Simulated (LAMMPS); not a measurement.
Pressure dependence of SiO2 (stishovite, a high-pressure form) at 1440 K, from the crystal.

Method: classical MD, pair style vashishta, file SiO.1990.vashishta (LAMMPS).

| P (GPa) | state | volume | coordination number of O by Si |
|---|---|---|---|
| 0 | solid that has left the starting structure; no diffusion seen in 30 ps | 12.82 ± 0.03 Å³/atom | 1.98 (counted to 2.26 Å) |
| 2 | solid that has left the starting structure; no diffusion seen in 30 ps | 12.24 ± 0.01 Å³/atom | 1.98 (counted to 2.22 Å) |
| 5 | solid that has left the starting structure; no diffusion seen in 30 ps | 11.75 ± 0.01 Å³/atom | 1.98 (counted to 2.14 Å) |

Caution: enthalpy drifts during the constant-pressure average: a transition or slow ageing; fluctuation values are void.

Caution: with SiO.1990.vashishta the 0 K volume of this crystal is 30 % off the measured one.

States go by the mean squared displacement: a species diffuses where it passes 1.5 Å², still rises and gives D over 1e-6 cm²/s; a crystal has left its structure where atoms lie 0.35 Å off their sites on average or a cubic box changes its shape by 3 %, or the axial ratios of another lie 8 % off the starting cell's, which the potential's own relaxation can also do.

Uncertainties are statistical and leave out the potential's own error.
